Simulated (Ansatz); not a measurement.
Amorphous Ti₂₀O₄₃Al₂, 65 atoms at 3.56 g/cm³, one PBE-relaxed geometry, zone centre. Methods: PBE, scalar-relativistic without spin-orbit coupling (Ansatz, a program for electronic structure); r2SCAN, scalar-relativistic without spin-orbit coupling (Ansatz); HSE06, scalar-relativistic without spin-orbit coupling (Ansatz). Plane waves to 420 eV (r2SCAN 500 eV); exact exchange is cut at the cell's faces. At PBE the levels at the filled edge of the gap are localised (band-tail or defect states). All rungs ran without spin polarisation.

It comes from a melt-quench run on a machine-learned potential (CHGNet), relaxed afterwards by DFT. O atoms were pushed apart under 1.9 Å during the dynamics, to hinder bonds among them. The hot cell started wider than the set density and was brought back towards it in steps. It is the lowest in DFT energy of 2 quenches. It is a model cell: composition and starting density were chosen by hand, and all elements were melted together. No dispersion term was used. Its density started from a set value of 3.56 and ended at 3.56 g/cm³. Cooling (nominally 300 K/ps over its main leg) ran many orders faster than in experiment, which tends to leave more defects and strain. Values belong to this one cell and scatter from quench to quench. The volume was held where the preparation left it and the shape relaxed, at a PBE pressure of 3.1 GPa. Stress components on the final sampling reach 3.1 GPa. On a 2×2×2 Γ-centred mesh force components of up to 0.15 eV/Å stay, since the relaxation ran on the zone centre alone.

The relaxation ran on the zone centre alone. At PBE the level gap is 2.56 eV on a 2×2×2 Γ-centred mesh, and the spacing at the zone centre alone 2.69 eV.

**Question.** What zone-centre spacing does r2SCAN give, roughly?

**Answer.** 3.01 eV (+0.33 eV against PBE).

**Question.** What zone-centre spacing does HSE06 give, roughly?

**Answer.** 4.21 eV (+1.52 eV against PBE).

The highest filled and the lowest empty state spread over these numbers of atoms (participation numbers): PBE: 12.6 and 9.0; r2SCAN: 9.7 and 7.1; HSE06: 8.1 and 9.6.
